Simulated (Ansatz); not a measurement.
We consider L1₂ (Cu3Au-type) Pt₃Ti, described by LDA (plane waves, PAW; Ansatz, an electronic-structure program).

Settings: plane-wave cutoff 520 eV, 16×16×16 k mesh, Fermi–Dirac smearing 0.033 eV (set by the program), no spin polarisation, scalar-relativistic PAW data made under PBE.

Cell (relaxed at this level):

```cif
data_Pt3Ti
_chemical_formula_sum 'Ti1 Pt3'
_space_group_name_H-M_alt 'Pm-3m'
_space_group_IT_number 221
_space_group_name_Hall '-P 4 2 3'
_cell_length_a 3.87316
_cell_length_b 3.87316
_cell_length_c 3.87316
_cell_angle_alpha 90.000
_cell_angle_beta 90.000
_cell_angle_gamma 90.000
loop_
_atom_site_label
_atom_site_type_symbol
_atom_site_symmetry_multiplicity
_atom_site_Wyckoff_symbol
_atom_site_fract_x
_atom_site_fract_y
_atom_site_fract_z
_atom_site_occupancy
Ti1 Ti 1 a 0.00000 0.00000 0.00000 1
Pt1 Pt 3 c 0.00000 0.50000 0.50000 1
```

Task: Estimate the elastic constant C11, elastic constant C12, Young modulus, Voigt–Reuss–Hill bulk modulus, Poisson ratio and elastic constant C44 that the calculation returns.

Result: 
elastic constant C11: 411 GPa
elastic constant C12: 219 GPa
Young modulus: 342 GPa
Voigt–Reuss–Hill bulk modulus: 283 GPa
Poisson ratio: 0.299
elastic constant C44: 163 GPa

Elastic constants are with the ions relaxed.

Spin–orbit coupling is not included.

It cost roughly 12 core-minutes of CPU time.
